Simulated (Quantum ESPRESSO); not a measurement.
A relaxation of the atoms of LuAg4 (I4, 5 atoms in the cell) with Quantum ESPRESSO.

Method of the run: LDA (PZ), PSlibrary PAW (LDA) pseudopotentials (plane waves; Quantum ESPRESSO).

Input as run:

```fortran
&control
    calculation = 'relax'
    prefix = 'LuAg4'
    outdir = './work'
    pseudo_dir = './'
    forc_conv_thr = 3.9e-05
/
&system
    ibrav = 0
    nat = 5
    ntyp = 2
    ecutwfc = 50
    ecutrho = 400
    occupations = 'smearing'
    smearing = 'gaussian'
    degauss = 0.0073499
/
&electrons
    conv_thr = 1.0d-9
    mixing_beta = 0.7
/
&ions
/
ATOMIC_SPECIES
Lu   174.9668  Lu.pz-spdn-kjpaw_psl.1.0.0.UPF
Ag   107.8682  Ag.pz-n-kjpaw_psl.1.0.0.UPF
CELL_PARAMETERS angstrom
  -3.3187880000     3.3187880000     2.0739080000
   3.3187880000    -3.3187880000     2.0739080000
   3.3187880000     3.3187880000    -2.0739080000
ATOMIC_POSITIONS crystal
Lu    0.0361640000    0.0361640000    0.0000000000
Ag    0.5981900000    0.8028400000    0.4010300000
Ag    0.4018100000    0.1971600000    0.5989700000
Ag    0.8028400000    0.4018100000    0.2046500000
Ag    0.1971600000    0.5981900000    0.7953500000
K_POINTS automatic
4 4 4  0 0 0
```

The program printed (abridged):

```
     Self-consistent Calculation

     iteration #  1     ecut=    50.00 Ry     beta= 0.70

     Threshold (ethr) on eigenvalues was too large:
     Diagonalizing with lowered threshold

     total energy              =   -2031.75117934 Ry
     estimated scf accuracy    <       0.12318030 Ry

     iteration #  2     ecut=    50.00 Ry     beta= 0.70

     total energy              =   -2031.77400528 Ry
     estimated scf accuracy    <       0.17135193 Ry

     iteration #  3     ecut=    50.00 Ry     beta= 0.70

     total energy              =   -2031.80693339 Ry
     estimated scf accuracy    <       0.00065165 Ry

   [... 4 blocks of this kind left out ...]

     iteration #  8     ecut=    50.00 Ry     beta= 0.70

     total energy              =   -2031.80772486 Ry
     estimated scf accuracy    <          1.6E-09 Ry

     iteration #  9     ecut=    50.00 Ry     beta= 0.70
     End of self-consistent calculation

     the Fermi energy is    12.8481 ev

!    total energy              =   -2031.80772486 Ry
     estimated scf accuracy    <          1.1E-10 Ry
     smearing contrib. (-TS)   =      -0.00048912 Ry
     internal energy E=F+TS    =   -2031.80723574 Ry

     convergence has been achieved in   9 iterations

   [... lines left out ...]
     Total force =     0.041712     Total SCF correction =     0.000009
     the Fermi energy is    12.8346 ev
!    total energy              =   -2031.81301284 Ry
     Total force =     0.000223     Total SCF correction =     0.000009
   [... lines left out ...]
     history already reset at previous step: exiting
     Energy error            =      8.7E-08 Ry
     Gradient error          =      1.1E-04 Ry/Bohr

     bfgs failed after  13 scf cycles and  10 bfgs steps, convergence not achieved
     (criteria: energy <  1.0E-04 Ry, force <  3.9E-05 Ry/Bohr)

     End of BFGS Geometry Optimization

     Final energy             =   -2031.8130128359 Ry

     File ./work/LuAg4.bfgs deleted, as requested
Begin final coordinates

ATOMIC_POSITIONS (crystal)
Lu               0.0072347452        0.0072347452       -0.0000000000
Ag               0.6054356187        0.8094372218        0.4004082131
Ag               0.4090290086        0.2050274056        0.5995917869
Ag               0.8094372218        0.4090290086        0.2040016030
Ag               0.2050274056        0.6054356187        0.7959983970
End final coordinates

   JOB DONE.
```

The relaxation ended unconverged.  The full log also holds: “WARNING: bfgs curvature condition failed, Theta= 0.961”. The full log also holds: “WARNING: bfgs curvature condition failed, Theta= 0.912”.

The starting cell comes from a database of computed structures (which also holds hypothetical and non-ambient phases and stackings), without a prior relaxation at this level. Its lattice was rescaled by up to half a per cent. For this run, on top of that: one atom moved by 0.15 angstrom.

Cost on one core of a shared machine: roughly 7 min.
